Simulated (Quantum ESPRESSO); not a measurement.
Input and output of a self-consistent single point for Tc (P-1, 2 atoms in the cell) (Quantum ESPRESSO).

Method: PBE, SSSP 1.1.2 efficiency (PBE) pseudopotentials (plane waves; Quantum ESPRESSO 7.5).

The change in words: lattice scaled by 0.98. Reference geometry:
```yaml
crystal:
  lattice:
    - [2.73658, 0.00000, 0.00000]
    - [-1.36829, 2.36995, 0.00000]
    - [0.00000, 0.00000, 4.39490]
  atoms:
    - { symbol: Tc, position: [0.33168, 0.66549, 0.25249] }
    - { symbol: Tc, position: [0.66832, 0.33451, 0.74751] }
```

Reference input (self-consistent single point, DFT, PBE, plane waves, SSSP 1.1.2 efficiency (PBE) pseudopotentials): ecutwfc = 60 Ry; occupations = smearing; smearing = fermi-dirac; degauss = 0.0073499 Ry; potentials = {Tc: Tc_ONCV_PBE-1.0.oncvpsp.upf}; K_POINTS = automatic 10 10 6 0 0 0; conv_thr = 1e-11 Ry. This run's input differs from it in these lines:

```diff
@@ -23,4 +23,4 @@
 ATOMIC_POSITIONS {alat}
-Tc   -0.0010625000    0.5763304287    0.4054897413
-Tc    0.5010625000    0.2896950484    1.2004929086
+Tc   -0.0010625000    0.5763305047    0.4054898018
+Tc    0.5010625000    0.2896950866    1.2004930876
 K_POINTS {automatic}
@@ -28,5 +28,5 @@
 CELL_PARAMETERS {angstrom}
-   2.7365800000     0.0000000000     0.0000000000
-  -1.3682900000     2.3699480000     0.0000000000
-   0.0000000000     0.0000000000     4.3949000000
+   2.6818480000     0.0000000000     0.0000000000
+  -1.3409240000     2.3225490000     0.0000000000
+   0.0000000000     0.0000000000     4.3070020000
```

Log, with long lists cut:

```
     Self-consistent Calculation

     iteration #  1     ecut=    60.00 Ry     beta= 0.70

     Threshold (ethr) on eigenvalues was too large:
     Diagonalizing with lowered threshold

     total energy              =    -322.48562337 Ry
     estimated scf accuracy    <       0.04879606 Ry

     iteration #  2     ecut=    60.00 Ry     beta= 0.70

     total energy              =    -322.49766888 Ry
     estimated scf accuracy    <       0.00490921 Ry

     iteration #  3     ecut=    60.00 Ry     beta= 0.70

     total energy              =    -322.49856345 Ry
     estimated scf accuracy    <       0.00084512 Ry

   [... 5 blocks of this kind left out ...]

     iteration #  9     ecut=    60.00 Ry     beta= 0.70

     total energy              =    -322.49878880 Ry
     estimated scf accuracy    <          1.1E-10 Ry

     iteration # 10     ecut=    60.00 Ry     beta= 0.70
     End of self-consistent calculation

     Number of k-points >= 100: set verbosity='high' to print the bands.

     the Fermi energy is    24.5100 ev

!    total energy              =    -322.49878880 Ry
     estimated scf accuracy    <          2.6E-13 Ry
     smearing contrib. (-TS)   =      -0.00482236 Ry
     internal energy E=F+TS    =    -322.49396644 Ry

     convergence has been achieved in  10 iterations

     Forces acting on atoms (cartesian axes, Ry/au):

     atom    1 type  1   force =     0.00090202    0.00087077   -0.00337164
     atom    2 type  1   force =    -0.00090202   -0.00087077    0.00337164

     Total force =     0.005087     Total SCF correction =     0.000004

          total   stress  (Ry/bohr**3)                   (kbar)     P=      261.68
   0.00182868   0.00001197  -0.00000237          269.01        1.76       -0.35
   0.00001197   0.00180567  -0.00000226            1.76      265.62       -0.33
  -0.00000237  -0.00000226   0.00170230           -0.35       -0.33      250.42

   JOB DONE.
```

The run converged in 10 iterations. Against the reference run the free energy rises by 77.5 meV/atom, the pressure goes from 4.30 to 26.17 GPa and the largest force goes from 0.035 to 0.092 eV/Å.

The starting cell comes from a database of computed structures (which also holds hypothetical and non-ambient phases and stackings), without a prior relaxation at this level. Its atoms were displaced at random from the sites of space group no. 194. For this run, on top of that: lattice scaled by 0.98. Spin polarisation is off. With a pressure of about 26 GPa the cell is away from its equilibrium volume at this level.

Cost on one core of a shared machine: roughly 60 s.
